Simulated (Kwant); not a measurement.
Kwant, Hückel tight-binding model, one pz orbital an atom, one spin, coherent transport at 0 K. Conductance is in e²/h.

System: π system c1ccc2ncccc2c1 between two chain leads. The π system is taken as planar. Atoms are numbered from 0 in the order of the SMILES. Site energies (eV, carbon 0): [0.0, 0.0, 0.0, 0.0, -1.2, 0.0, 0.0, 0.0, 0.0, 0.0]. Bonds (i, j, β in eV): (0,1,-2.4) (1,2,-2.4) (2,3,-2.4) (3,4,-2.4) (4,5,-2.4) (5,6,-2.4) (6,7,-2.4) (7,8,-2.4) (8,9,-2.4) (9,0,-2.4) (8,3,-2.4). Leads: chains of hopping −3.6 eV, joined by −1.2 eV to atoms 1 and 2.

Site energies and bond integrals are typed Hückel values.

Sweep values stay those of the base run.

One input was changed, with this effect: transmission at E = 0 0.048 → < 1e-12.

Q: Which change was it?
A. contacts moved from atoms [1, 2] to [2, 5]
B. contacts moved from atoms [1, 2] to [2, 7]
C. contacts moved from atoms [1, 2] to [5, 6]
D. contacts moved from atoms [1, 2] to [6, 7]
E. contacts moved from atoms [1, 2] to [6, 9]
F. contacts moved from atoms [1, 2] to [0, 6]

A: F, contacts moved from atoms [1, 2] to [0, 6]
